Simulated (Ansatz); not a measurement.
**What Cd → Cu does to CdS**

Consider CdS in the wurtzite structure (space group P6_3mc, No. 186; a = 4.164 Å, c = 6.766 Å).

Perturbation: every Cd is replaced by Cu, then cell and atoms are relaxed.

The values are results of Kohn–Sham DFT with the r2SCAN functional, run in Ansatz (a first-principles code) with PAW and 500 eV plane waves, without spin-orbit coupling, not measurements. Settings: 15×15×8 k-points, 0.05 eV Fermi–Dirac smearing, for the changed cell.

```csv
quantity,base,changed,shift
volume per atom,25.40 Å³,17.24 Å³,-8.16 Å³
density,4.72 g/cm³,4.61 g/cm³,-0.117 g/cm³
lattice parameter a,4.164 Å,3.589 Å,-0.575 Å
c/a ratio,1.625,1.722,+0.097
shortest interatomic distance,2.544 Å,2.232 Å,-0.312 Å
band gap,1.63 eV,zero,–
```

Final structure:

```xyz
4
Lattice="3.5887 0.0000 0.0000 -1.7943 3.1079 0.0000 0.0000 0.0000 6.1812" Properties=species:S:1:pos:R:3 pbc="T T T"
Cu     0.0000     2.0719     0.0422
Cu     1.7943     1.0360     3.1328
S      0.0000     2.0719     2.2745
S      1.7943     1.0360     5.3651
```

Whether these cells are dynamically stable was not tested. As relaxed here, CuS is a hypothetical phase, not in the database extracts checked. All final runs are without spin polarisation.
